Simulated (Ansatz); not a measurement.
System: rock-salt LuN. Method: LDA (Ansatz, an electronic-structure program, plane waves, PAW).

Input file:

Ansatz 0.2 input:
```yaml
crystal:
  lattice:
    - [0.0, 2.38, 2.38]
    - [2.38, 0.0, 2.38]
    - [2.38, 2.38, 0.0]
  atoms:
    - { symbol: Lu, position: [0.0, 0.0, 0.0] }
    - { symbol: N, position: [0.5, 0.5, 0.5] }
basis:
  ecutwfc: 520
  ecutrho_ratio: 4
  xc_grid: 2
kpoints:
  mp_grid: { grid: [20, 20, 20] }
hamiltonian:
  xc: lda
  dispersion: none
  pseudopotentials: { kind: paw }
scf:
  occupations: { method: fermi_dirac, width: 0.05 }
  convergence: { dr2_threshold: 0.0000000002 }
output:
  forces: true
  stress: true
  eigenvalues: true
```

Output (set-up and result lines):

```
Crystal: 2 atoms, lattice volume = 26.963 Å³
Basis set: ecut = 520 eV, 725 PW (Γ), exchange–correlation on 54×54×54 points (8 copies of the dense FFT grid, shifted against one another)
Bands: 19, of which v1, the nominal top of the filled ones, is band 15 counted from 1 (14 counted from 0)
Symmetry: 48 space group operations
Space group: Fm-3m (ITA 225), of the structure as read, at distance tolerance 3.0e-5 Å
k-points: 256 of 8000
Functional: x = slater, c = lda
SCF iter   1: F=—  HF=-14870.840045 eV  |F-HF|=—  |Δ(HF+E_count)|=         —  Δρ=1.32e-2  dr2=5.74e-2
SCF iter   2: F=—  HF=-14870.827570 eV  |F-HF|=—  |Δ(HF+E_count)|=   1.25e-2  Δρ=3.85e-3  dr2=2.22e-3
  ...
SCF iter   9: F=—  HF=-14870.826684 eV  |F-HF|=—  |Δ(HF+E_count)|=   1.70e-9  Δρ=2.17e-6  dr2=6.93e-10
SCF iter  10: F=-14870.826684 eV  HF=-14870.826684 eV  |F-HF|=2.18e-11  |Δ(HF+E_count)|=  3.82e-11  Δρ=5.35e-7  dr2=5.40e-11
SCF 1 converged in 10 iterations: F = -14870.826684 eV  dr2 = 5.40e-11
SCF converged after 10 iterations
Free energy (F): -14870.826684 eV
Internal energy: -14870.826181 eV  (E = F + TS)
E sigma→0 (E₀):  -14870.826433 eV
Fermi energy:    16.338043 eV
--- Stress (GPa, compression-positive) ---
      -11.473213      -0.000000       0.000000
       -0.000000     -11.473213      -0.000000
       -0.000000      -0.000000     -11.473213
  P = ⅓ Tr σ = -11.4732 GPa (-114.732 kbar)
```

The PAW data were made under PBE.

Note: cell and atoms aren't relaxed at this level (pressure -11.5 GPa).
